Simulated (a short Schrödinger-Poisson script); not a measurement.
**Gated Al0.4Ga0.6N/GaN polarisation-induced gas**

Stack: gated Al0.4Ga0.6N/GaN polarisation-induced gas, at 77 K.

```
layer     material  thickness (nm)  Na (cm⁻³)
-----  -----------  --------------  ---------
1      Al0.4Ga0.6N              15          -
2              GaN            6000       2e15
```

Constants are typed, rounded textbook-type inputs, not results; the design itself was drawn at random and stands for no fabricated device. Al0.4Ga0.6N: permittivity 9.26, conduction-band edge (eV) 0.58, gap (eV) 4.258, electron mass (mₑ) 0.248, Nv at 300 K (cm⁻³) 4.6e19. GaN: permittivity 9.5, conduction-band edge (eV) 0, gap (eV) 3.43, Nv at 300 K (cm⁻³) 4.6e19.

Channel valleys (confinement mass, in-plane density-of-states mass, number): Γ 0.2, 0.2, 1. At the gate the conduction-band edge of layer 1 lies 1.36 eV − eVg above the Fermi level of the channel; the field vanishes at the back. Sheet of polarisation charge: +2e13 e/cm² at 15 nm from the gate. The barrier under the gate holds no holes. Gaps are held at their typed values at every temperature. Mesh 0.08 nm at interfaces.

From a short Schrödinger-Poisson script (our own, NumPy): 1D Poisson equation in equilibrium, electrons quantum, Hartree plus LDA exchange-correlation (BenDaniel-Duke, 40 states a valley, the channel's in-plane mass for all, wave functions free to enter the barrier), parabolic valleys, classical holes, full ionisation, no traps, pinning or gate leakage.

| Vg (V) | electrons (cm⁻²) | in the channel layer | C (μF/cm²) | Γ E0 (meV) | Γ E1 (meV) |
|---|---|---|---|---|---|
| 0.5 | 1.72e13 | 1.58e13 | 0.521 | -187.2 | -18.5 |
| 0.15 | 1.61e13 | 1.49e13 | 0.519 | -176.3 | -15.7 |
| -0.2 | 1.50e13 | 1.40e13 | 0.518 | -165.2 | -12.9 |
| -0.55 | 1.38e13 | 1.30e13 | 0.516 | -154.0 | -10.2 |
| -0.9 | 1.27e13 | 1.20e13 | 0.514 | -142.7 | -7.5 |
| -1.25 | 1.16e13 | 1.10e13 | 0.513 | -131.2 | -4.7 |
| -1.6 | 1.05e13 | 1.00e13 | 0.511 | -119.7 | -1.8 |
| -1.95 | 9.35e12 | 8.99e12 | 0.509 | -107.9 | 1.4 |
| -2.3 | 8.24e12 | 7.96e12 | 0.507 | -96.0 | 5.0 |
| -2.65 | 7.13e12 | 6.93e12 | 0.505 | -83.9 | 9.2 |
| -3 | 6.03e12 | 5.89e12 | 0.502 | -71.5 | 14.2 |
| -3.35 | 4.94e12 | 4.84e12 | 0.499 | -58.8 | 19.8 |
| -3.7 | 3.85e12 | 3.79e12 | 0.496 | -46.0 | 25.4 |
| -4.05 | 2.78e12 | 2.74e12 | 0.491 | -33.1 | 30.4 |
| -4.4 | 1.71e12 | 1.70e12 | 0.484 | -20.1 | 34.4 |
| -4.75 | 6.69e11 | 6.66e11 | 0.467 | -5.6 | 37.7 |

Gate voltages with under 1e6 electrons/cm² are left out.

Subbands count from the Fermi level.
